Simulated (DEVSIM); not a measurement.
Device: Schottky contact on n-type GaP, at 300 K.

Layer 1 from the left is GaP, thickness (μm) 0.600, Nd (cm⁻³) 3.8e16, τn (s) 2.6e-6, τp (s) 2.6e-6. Layer 2 from the left is GaP, thickness (μm) 0.670, Nd (cm⁻³) 6.2e17, τn (s) 2.6e-6, τp (s) 2.6e-6.

Left contact: Schottky, work function 4.88 eV, emission velocity 1.6e6 cm/s. Right contact: ohmic. Voltage is applied to the left contact. Recombination: SRH at mid-gap, radiative. Mobility is μmin + (μ − μmin)/(1 + (N/Nref)^α).

The device is made up for the run: typed textbook-type constants, with dimensions and the other settings drawn at random. Values at 300 K.

GaP: gap (eV) 2.26, affinity (eV) 3.8, permittivity 11.1, Nc (cm⁻³) 1.8e19, Nv (cm⁻³) 1.9e19, μn (cm²/Vs) 250, μp (cm²/Vs) 150, μn,min 10, μp,min 10, Nref,n 4.4e18, Nref,p 1e18, αn 0.8, αp 0.85, B (cm³/s) 1e-13.

DEVSIM, 1D drift-diffusion, Boltzmann statistics, complete ionisation; no tunnelling, impact ionisation, image-force lowering or self-heating. Metal contacts follow the ideal Schottky-Mott rule: no Fermi-level pinning, no interface dipoles.

Task: What does the simulation give for the dark forward voltage at 1 A/cm², the dark forward voltage at 100 A/cm², the potential step across the device at zero bias?

Result: dark forward voltage at 1 A/cm² 0.687 V; dark forward voltage at 100 A/cm² 0.813 V; potential step across the device at zero bias 0.993 V.
